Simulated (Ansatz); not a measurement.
## What isotropic strain +1.00 % does to Os

Start from Os in the hcp (Mg type) structure (space group P6_3/mmc, No. 194; a = 2.754 Å, c = 4.347 Å; relaxed with 0.1 eV smearing).

Perturbation: every lattice vector is stretched by 1.00 %; the atoms relax in the strained cell.

The values are results of Ansatz (an electronic-structure program), PBE, PAW, cutoff 420 eV, no SOC, not measurements. k-mesh 24×24×13 (Γ-centred); smearing 0.1 eV (Fermi–Dirac).

```csv
quantity,base,changed,shift
space group,P6_3/mmc (No. 194),P6_3/mmc (No. 194),–
shortest interatomic distance,269.3 pm,272.0 pm,+2.7 pm
energy relative to the base (free energy F),0 meV/atom,+15 meV/atom,+15 meV/atom
"pressure (mean of the normal stresses, compression positive)",0.0 GPa,-11.0 GPa,-11.0 GPa
band gap,zero,zero,–
```

Final structure:

```
CELL_PARAMETERS angstrom
      2.78187     0.00000     0.00000
     -1.39094     2.40917     0.00000
      0.00000     0.00000     4.39086
ATOMIC_POSITIONS crystal
  Os 0.66667 0.33333 0.75000
  Os 0.33333 0.66667 0.25000
```

No phonon test of stability was made. All final runs are without spin polarisation.
